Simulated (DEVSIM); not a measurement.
# abrupt Si p-n junction

Structure: abrupt Si p-n junction, at 300 K.

```csv
layer (left to right),material,thickness (μm),Nd (cm⁻³),Na (cm⁻³),τn (s),τp (s)
1,Si,14.0,-,2.2e17,1.1e-5,1.1e-5
2,Si,3.00,3.6e16,-,1.1e-5,1.1e-5
```

Left contact: ohmic. Right contact: ohmic. Voltage is applied to the left contact. Recombination: SRH at mid-gap, Auger. Mobility is constant in doping.

This is a model device: material constants are rounded textbook-type values typed into the input, and sizes, dopings and lifetimes were drawn at random. Values at 300 K.

| parameter | Si |
|---|---|
| gap (eV) | 1.124 |
| affinity (eV) | 4.05 |
| permittivity | 11.7 |
| Nc (cm⁻³) | 2.86e19 |
| Nv (cm⁻³) | 3.1e19 |
| μn (cm²/Vs) | 1417 |
| μp (cm²/Vs) | 470 |
| Cn (cm⁶/s) | 2.8e-31 |
| Cp (cm⁶/s) | 9.9e-32 |

Simulated with DEVSIM: 1D drift-diffusion, Boltzmann statistics, complete ionisation; no tunnelling, impact ionisation, image-force lowering or self-heating.

```json
{
  "potential_step_across_the_device_at_zero_bias": "0.823 V",
  "largest_field_in_the_device_at_zero_bias": "86000 V/cm",
  "Dark forward voltage at 1 A/cm²": "0.633 V",
  "Dark forward voltage at 100 A/cm²": "0.764 V"
}
```

Dark forward current:

(V (V), J (A/cm²)): (0.05, 3.4e-10); (0.10, 1.8e-9); (0.15, 1.0e-8); (0.20, 6.1e-8); (0.25, 4.0e-7); (0.30, 2.7e-6); (0.35, 1.8e-5); (0.40, 0.00013); (0.45, 0.00087); (0.50, 0.0060); (0.55, 0.041); (0.60, 0.28); (0.65, 1.9); (0.70, 13); (0.75, 69); (0.80, 250); (0.85, 630); (0.90, 1300); (0.95, 2200)

Dark reverse current:

```tsv
V (V)	J (A/cm²)
-0.20	-2.9e-10
-0.50	-5.5e-10
-1.00	-9.0e-10
-1.50	-1.2e-9
-2.00	-1.5e-9
-3.00	-1.9e-9
-4.00	-2.3e-9
-5.00	-2.6e-9
```
